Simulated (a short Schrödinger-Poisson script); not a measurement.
From a short Schrödinger-Poisson script (our own, NumPy): 1D Poisson equation in equilibrium, electrons quantum, Hartree (BenDaniel-Duke, 12 states a valley, the channel's in-plane mass for all, wave functions ending at the dielectric), parabolic valleys, classical holes, full ionisation, no traps, pinning or gate leakage.

Structure: symmetric double-gate stack, Al2O3 on p-type In0.53Ga0.47As, at 300 K.

From the gate side: 6.9 nm Al2O3; 5 nm In0.53Ga0.47As, acceptors 1e16 cm⁻³; 6.9 nm Al2O3.

The device is made up for the run: typed textbook-type constants, with dimensions and the other settings drawn at random. Al2O3: permittivity 9, conduction-band edge (eV) 3.16, gap (eV) 6.8, electron mass (mₑ) 0.3. In0.53Ga0.47As: permittivity 13.9, conduction-band edge (eV) 0, gap (eV) 0.74, Nv at 300 K (cm⁻³) 7.7e18.

Channel valleys (confinement mass, in-plane density-of-states mass, number): Γ 0.041, 0.041, 1. At the gates, both at one voltage, the conduction-band edge of layer 1 lies 3.45 eV − eVg above the Fermi level of the channel. Gaps are held at their typed values at every temperature. Mesh 0.03 nm at interfaces.

**Question.** Give the gate voltage at 1e11 electrons/cm² (V); the capacitance of both gates at Vg = 1.7 V (μF/cm²); the sheet density of all electrons at Vg = 1.7 V (cm⁻²).

**Answer.** gate voltage at 1e11 electrons/cm² (V): 0.64; capacitance of both gates at Vg = 1.7 V (μF/cm²): 1.17; sheet density of all electrons at Vg = 1.7 V (cm⁻²): 7.60e12. Above a few 1e12 electrons/cm² a light Γ valley is non-parabolic and upper valleys begin to fill, which the model leaves out.
